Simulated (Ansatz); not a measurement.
Several settings converged on BaGa2H2 (P3m1, 5 atoms in the cell)

```
Ba(GaH)2
1.0
    4.51261     0.00000     0.00000
   -2.25631     3.90804     0.00000
    0.00000     0.00000     4.96539
Ba Ga H
1 2 2
Cartesian
  0.00000   0.00000   0.05000
  0.00000   2.60536   2.32792
  2.25631   1.30268   2.63747
  0.00000   2.60536   0.65995
  2.25631   1.30268   4.30544
```

Base method: LDA (PW92), default PAW files made with PBE (plane waves; Ansatz, a program for electronic structure).

Base settings: basis.ecutwfc = 30.9 Ry; kpoints.mp_grid.grid = 8 8 6; hamiltonian.xc = lda; hamiltonian.pseudopotentials = {kind: paw} (the program's default PAW files); scf.occupations.method = fermi_dirac; scf.occupations.width = 0.0073 Ry.

The count of work is k-points × plane waves × bands × iterations; it is no time. Core times come from one kind of shared machine, to one figure; runs under 30 s give none.

**The cutoff for other potential files**

Level: DFT, LDA (PW92), plane waves, harder PAW files (source: ansatz) made with PBE.

In this ladder: hamiltonian.pseudopotentials = {kind: paw, source: ansatz}.

The second cell is the first with its lattice scaled by 0.98.

The mesh stays at the base's, so the ladder's end is converged at best in this setting alone.

The first pressure column holds Ansatz's estimate of the finite-basis (Pulay) stress, which hides part of the cutoff error; the other is without it.

Only quantities that move along the ladder and can be compared are tabulated.

| basis.ecutwfc | free energy less the last step's (meV/atom) | energy of the compressed cell less the first (meV/atom) | pressure (GPa) | pressure without the Pulay estimate (GPa) | largest difference of a force vector from the last step's (eV/Å) | count of work / last | core time / last (rough) |
|---|---|---|---|---|---|---|---|
| 33.8 Ry | 17020.30 | -37.40 | -1.53 | -873.90 | 0.304 | 0.098 | – |
| 41.2 Ry | 2682.50 | -9.78 | -3.48 | -172.46 | 0.019 | 0.14 | – |
| 52.6 Ry | 141.31 | -11.92 | -3.32 | -15.60 | 0.003 | 0.21 | – |
| 63.6 Ry | 6.10 | -12.25 | -3.32 | -4.01 | 0.000 | 0.27 | 0.3 |
| 75 Ry | 0.69 | -12.26 | -3.32 | -3.34 | 0.000 | 0.36 | 0.4 |
| 90 Ry | 0.35 | -12.26 | -3.32 | -3.33 | 0.000 | 0.46 | 0.5 |
| 112.5 Ry | 0.11 | -12.27 | -3.32 | -3.32 | 0.000 | 0.65 | 0.7 |
| 149.9 Ry | 0.00 | -12.27 | -3.32 | -3.32 | 0.000 | 1.0 | 1 |

Coarsest basis.ecutwfc that holds the forces within 0.005 eV/Å of the last step, with all finer ones: 52.6 Ry, at 0.21 of the last step's count of work; the step before is off by 0.019 eV/Å.

Coarsest basis.ecutwfc that holds the energy of the compressed cell less the first within 2 meV/atom of the last step, with all finer ones: 52.6 Ry, at 0.21 of the last step's count of work; the step before is off by 2.5 meV/atom.

Coarsest basis.ecutwfc that holds the pressure within 1 GPa of the last step, with all finer ones: 41.2 Ry, at 0.14 of the last step's count of work; the step before is off by 1.8 GPa.

The energy difference between the two cells stays within 1 meV/atom of the last step's from 52.6 Ry on, the total only from 75 Ry on: much of the error is common to both cells and cancels.

At the lowest cutoff the pressure without the Pulay estimate lies 871 GPa under the last step's, the usual sign of Pulay stress in an incomplete plane-wave basis.

**The density cutoff**

The mesh stays at the base's, so the ladder's end is converged at best in this setting alone.

Only quantities that move along the ladder and can be compared are tabulated.

```csv
basis.ecutrho_ratio,free energy less the last step's (meV/atom),pressure (GPa)
2,-6.58,-2.96
3,-0.09,-3.32
4,0.00,-3.32
5,0.00,-3.32
6,0.00,-3.32
8,0.00,-3.32
10,0.00,-3.32
12,0.00,-3.32
16,0.00,-3.32
```

Coarsest basis.ecutrho_ratio that holds the pressure within 0.1 GPa of the last step, with all finer ones: 3; the step before is off by 0.37 GPa.

Coarsest basis.ecutrho_ratio that holds the free energy within 5 meV/atom of the last step, with all finer ones: 3; the step before is off by 6.6 meV/atom.

**The relaxed cell against the cutoff**

On BaGa₂H₂ (P-3m1, 5 atoms in the cell): atoms on their sites.

In this ladder: relax = cell and atoms.

The mesh stays at the base's, so the ladder's end is converged at best in this setting alone.

Only quantities that move along the ladder and can be compared are tabulated.

```tsv
basis.ecutwfc	relaxed volume (Å³/atom)	relaxation steps	core time / last (rough)
15.4 Ry	16.309	77	1
18.4 Ry	16.079	37	0.9
21.7 Ry	16.144	19	0.7
26.1 Ry	16.068	10	0.4
30.9 Ry	16.069	7	0.4
37.1 Ry	16.064	7	0.5
46.3 Ry	16.063	7	0.7
61.7 Ry	16.063	7	1
```

Coarsest basis.ecutwfc that holds the relaxed volume within 0.032 Å³/atom of the last step, with all finer ones: 26.1 Ry, at about 0.4 of the last step's time; the step before is off by 0.081 Å³/atom.

At the lowest cutoff the cell relaxes to a volume 1.5 % larger than at the highest. Ansatz relaxes on a stress corrected for the finite basis.

On the base run: the starting cell comes from a database of computed structures (which also holds hypothetical and non-ambient phases and stackings), without a prior relaxation at this level. Its lattice was rescaled by up to half a per cent. One atom was moved a little off its site on purpose.

Keys are those of Ansatz 0.2.
